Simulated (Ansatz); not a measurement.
# Element substitutions in Ru

The parent structure is Ru in the hcp (Mg type) structure (space group P6_3/mmc, No. 194; a = 2.692 Å, c = 4.246 Å).

Each row replaces one element on all its sites; cell and atoms are relaxed.

Levels (all Ansatz, an electronic-structure program, PAW): PBEsol (420 eV, no SOC); r2SCAN (500 eV, spin-orbit coupling left out).

Pressures by level, all at the geometries relaxed with PBEsol:

```tsv
case	PBEsol	r2SCAN
base	0.0 GPa	4.4 GPa
Ru → Ir	0.0 GPa	4.1 GPa
Ru → Mo	0.0 GPa	5.2 GPa
```

Single points use the geometry relaxed with PBEsol. Their cutoffs differ, which shifts pressures a little. No phonon test of stability was made. For Ir and Mo in this form, whether it has been made was not checked. The final runs are not spin-polarised. This is not the structure that Ir has at room temperature and ambient pressure. This is not the structure that Mo has at room temperature and ambient pressure.
